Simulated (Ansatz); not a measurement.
We consider GaP (R-3m, No. 166, 4 atoms in the cell; start mp-1018275; a measured phase of this formula has another space group), described by HSE06+SOC (plane waves, PAW; Ansatz, a first-principles code).

Numerical settings: plane-wave cutoff 460 eV, 8×8×8 k mesh, Fermi–Dirac smearing 0.01 eV, PAW data made under PBE.

Cell (relaxed with PBEsol):

```
GaP
1.0
    1.91466     1.10543     6.35824
   -1.91466     1.10543     6.35824
    0.00000    -2.21086     6.35824
Ga P
2 2
Direct
  0.43580   0.43580   0.43580
  0.56420   0.56420   0.56420
  0.05780   0.05780   0.05780
  0.94220   0.94220   0.94220
```

Predict the band gap, smallest direct gap on the k points sampled and Γ–Γ gap.


* **band gap**: 1.36 eV (on the SCF k mesh) (indirect)
* **smallest direct gap on the k points sampled**: 1.94 eV
* **Γ–Γ gap**: 2.00 eV

Note: cell and atoms aren't relaxed at this level (pressure 1.3 GPa).

The computed numbers hold no vibrational or temperature effects.

It cost about 110 core-minutes (a rough figure) of CPU time.

A start named mp-… is a Materials Project structure, which need not be a measured phase.
